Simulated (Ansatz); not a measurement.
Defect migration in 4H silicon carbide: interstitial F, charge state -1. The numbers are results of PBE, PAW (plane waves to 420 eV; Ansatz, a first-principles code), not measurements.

Cell of 72 host sites held at the relaxed PBE lattice; the Γ point alone; Fermi-Dirac width 0.01 eV, spin-restricted; finite-size errors left in. No zero-point or tunnelling terms. The charge state is imposed; whether it is stable for some Fermi level was not computed. Sites that were not tried may lie lower.

Barriers: single points on a 2×2×2 k-point mesh shifted by half a step along c at the bands' geometries (they differ from the bands' own by up to 0.45 eV, and are uncertain by about as much).

The step: F moves alone to another site. Atoms about the jump, Cartesian Å from the middle of the jump, before and after:

```csv
atom,x0,y0,z0,x1,y1,z1
F1,0.00,0.00,-1.27,0.00,0.00,1.27
Si2,-1.55,-0.90,0.62,-1.56,-0.90,0.61
Si3,0.00,1.79,0.62,0.00,1.80,0.61
Si4,1.55,-0.90,0.62,1.56,-0.90,0.61
C5,-1.61,0.93,0.04,-1.61,0.93,-0.07
C6,0.00,-1.85,0.04,0.00,-1.86,-0.07
C7,1.61,0.93,0.04,1.61,0.93,-0.07
Si8,-1.53,0.89,-1.92,-1.56,0.90,-1.94
Si9,0.00,-1.77,-1.92,0.00,-1.80,-1.94
Si10,1.53,0.89,-1.92,1.56,0.90,-1.94
C11,-1.62,-0.93,-2.61,-1.55,-0.90,-2.56
C12,0.00,1.86,-2.61,0.00,1.79,-2.56
C13,1.61,-0.93,-2.61,1.55,-0.90,-2.56
C14,-1.55,-0.90,2.52,-1.62,-0.93,2.57
C15,0.00,1.79,2.52,0.00,1.87,2.57
C16,1.55,-0.90,2.52,1.62,-0.93,2.57
Si17,0.00,0.00,3.14,0.00,0.00,3.15
C18,-3.10,-1.79,-0.02,-3.11,-1.79,-0.01
C19,0.00,3.58,-0.02,0.00,3.59,-0.01
C20,3.10,-1.79,-0.02,3.11,-1.79,-0.01
Si21,-3.12,1.80,0.64,-3.10,1.79,0.60
Si22,0.00,-3.60,0.64,0.00,-3.58,0.60
Si23,3.12,1.80,0.64,3.10,1.79,0.60
```

### Question
Predict the transition state.

### Answer

```csv
atom,x,y,z
F1,0.00,0.00,-0.06
Si2,-1.56,-0.90,0.57
Si3,0.00,1.80,0.57
Si4,1.55,-0.90,0.57
C5,-1.76,1.02,-0.01
C6,0.00,-2.03,-0.01
C7,1.75,1.02,-0.01
Si8,-1.60,0.92,-1.89
Si9,0.00,-1.84,-1.89
Si10,1.59,0.92,-1.89
C11,-1.55,-0.89,-2.52
C12,0.00,1.78,-2.52
C13,1.54,-0.89,-2.52
C14,-1.54,-0.89,2.49
C15,0.00,1.78,2.49
C16,1.54,-0.89,2.49
Si17,0.00,0.00,3.13
C18,-3.11,-1.79,-0.01
C19,0.00,3.59,-0.01
C20,3.11,-1.79,-0.01
Si21,-3.17,1.83,0.64
Si22,0.00,-3.66,0.64
Si23,3.16,1.83,0.64
```
It lies 3.21 eV above the start and 2.71 eV above the end. The program found a first-order saddle point.
